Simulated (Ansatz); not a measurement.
## Te, response to strain

The reference is Te (space group P3_121, No. 152; made of chains).

```yaml
crystal:
  lattice:
    - [4.52090, 0.00000, 0.00000]
    - [-2.26045, 3.91521, 0.00000]
    - [0.00000, 0.00000, 5.95427]
  atoms:
    - { symbol: Te, position: [0.26811, 0.00000, 0.33333] }
    - { symbol: Te, position: [0.00000, 0.26811, 0.66667] }
    - { symbol: Te, position: [0.73189, 0.73189, 0.00000] }
```

Cartesian axes are those of the cell as printed.

Strains are applied to the cell and any free atomic positions relax; under biaxial strain the out-of-plane vector relaxes too.

Calculations: PBE/PAW in Ansatz (an electronic-structure program), no spin-orbit coupling.

Notes on the quantities. pressure: mean of the normal stresses, compression positive.

```csv
variant,pressure,smallest direct gap,volume per atom
base,0.0 GPa,0.24 eV,35.13 Å³
"biaxial strain −4.20 %, plane normal [001], relaxed out of plane",0.9 GPa,–,[?]
"biaxial strain +1.90 %, plane normal [001], relaxed out of plane",[?],0.39 eV,36.07 Å³
isotropic strain +2.90 %,-1.44 GPa,0.22 eV,38.28 Å³
isotropic strain +3.82 %,-1.71 GPa,[?],39.31 Å³
isotropic strain +5.92 %,[?],0.17 eV,41.75 Å³
```

Question: Some entries are withheld; estimate them.

Answer: 
- biaxial strain −4.20 %, plane normal [001], relaxed out of plane, volume per atom: 33.16 Å³
- biaxial strain +1.90 %, plane normal [001], relaxed out of plane, pressure: -0.25 GPa
- isotropic strain +3.82 %, smallest direct gap: 0.21 eV
- isotropic strain +5.92 %, pressure: -2.13 GPa

With Te present, leaving out spin-orbit coupling can change the band edges. Whether these cells are dynamically stable was not tested. No dispersion term is included, though the crystal is made of layers, chains or molecules, so its spacings can come out too wide. A zero or small gap of Te can be the functional's error rather than a property of the material.
